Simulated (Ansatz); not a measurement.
**A computed series for WC: pressure series**

Take WC (space group P-6m2, No. 187; a = 2.8985 Å, c = 2.8277 Å) as the base.

Cell and atoms are relaxed at each pressure.

Method: PBEsol (Ansatz, a program for electronic structure, PAW, no spin-orbit coupling).

```
P (GPa)  V (Å³/atom)
-------  -----------
-1.99         10.338
-0.99         10.312
0.89          10.264
2.09          10.234
4.49          10.176
9.00          10.071
15.00          9.939
22.50          9.786
30.00          9.644
```

A third-order Birch–Murnaghan fit to these points gives V₀ = 10.29 Å³/atom, B₀ = 406 GPa and B₀′ = 4.2. At pressure 30 GPa the volume is 93.8 % of V₀.

Load acts through the strain it causes; cell and atoms are relaxed under it. Stability against distortions was not tested. Competing high-pressure phases were not computed. The final runs are not spin-polarised.
